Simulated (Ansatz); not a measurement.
The parent structure is CdSe in the zinc blende structure (space group F-43m, No. 216; a = 6.082 Å).

All numbers come from PBEsol, PAW, 420 eV (Ansatz, a quantum-chemistry and plane-wave program; without spin-orbit coupling).

Base values:

| Item | Result |
|---|---|
| Density | 5.65 g/cm³ |
| Hole mass | 0.050, 0.66, 0.66 mₑ (at Γ) |

Perturbation: cell and atoms relaxed at a pressure of 9 GPa.

Q: How does this affect the density and hole mass?

A: The density rises by 0.77 g/cm³ to 6.42 g/cm³; the hole mass (degenerate bands, along [100]) becomes 0.068, 0.55, 0.55 mₑ (at Γ) (base: 0.050, 0.66, 0.66 mₑ (at Γ)).

The levels and masses belong to the bands next to the band gap. Load acts through the strain it causes; cell and atoms are relaxed under it. Effective masses come from finite differences of ±0.01 Å⁻¹. No phonon test of stability was made. Tetrahedral semiconductors of this kind turn to denser phases somewhere between about 1 and 50 GPa; those were not computed, so compressed cells here can lie past the real transition.
